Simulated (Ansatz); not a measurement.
Consider Mg₂Sn (space group Fm-3m, No. 225; relaxed with 0.1 eV smearing).

```yaml
crystal:
  lattice:
    - [0.00000, 3.37356, 3.37356]
    - [3.37356, 0.00000, 3.37356]
    - [3.37356, 3.37356, 0.00000]
  atoms:
    - { symbol: Mg, position: [0.25000, 0.25000, 0.25000] }
    - { symbol: Mg, position: [0.75000, 0.75000, 0.75000] }
    - { symbol: Sn, position: [0.00000, 0.00000, 0.00000] }
```

All numbers come from DFT with PBEsol, PAW potentials and a 420 eV plane-wave cutoff in Ansatz (a first-principles code), no SOC.

For the base:

```
Item       Result
--------  -------
Pressure  0.0 GPa
```

Now apply this change: an isotropic linear strain of −2.00 %, atoms relaxed at fixed cell.

### Question
How does this affect the energy relative to the base and pressure?

### Answer
The energy rises by 13 meV/atom; the pressure goes from zero to 3.0 GPa.

Whether these cells are dynamically stable was not tested.
